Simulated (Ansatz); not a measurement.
The reference is Lu in the hcp (Mg type) structure (space group P6_3/mmc, No. 194; relaxed with 0.1 eV smearing).

```yaml
crystal:
  lattice:
    - [3.44317, 0.00000, 0.00000]
    - [-1.72159, 2.98188, 0.00000]
    - [0.00000, 0.00000, 5.36685]
  atoms:
    - { symbol: Lu, position: [0.66667, 0.33333, 0.75000] }
    - { symbol: Lu, position: [0.33333, 0.66667, 0.25000] }
```

Level of theory: Kohn–Sham DFT with the PBEsol functional, run in Ansatz (a program for electronic structure) with PAW and 420 eV plane waves, no SOC.

Before the change:

| Quantity | Result |
|---|---|
| Pressure | 0.0 GPa |
| Band gap | zero |

One thing is altered: every lattice vector is stretched by 2.00 %; the atoms relax in the strained cell.

Problem. What happens to the pressure?

Solution. The pressure (mean of the normal stresses, compression positive) goes from zero to -2.7 GPa.

Problem. What happens to the energy relative to the base?

Solution. The energy grows by 15 meV/atom.

Problem. How does this affect the band gap?

Solution. The band gap remains zero.

Whether these cells are dynamically stable was not tested.
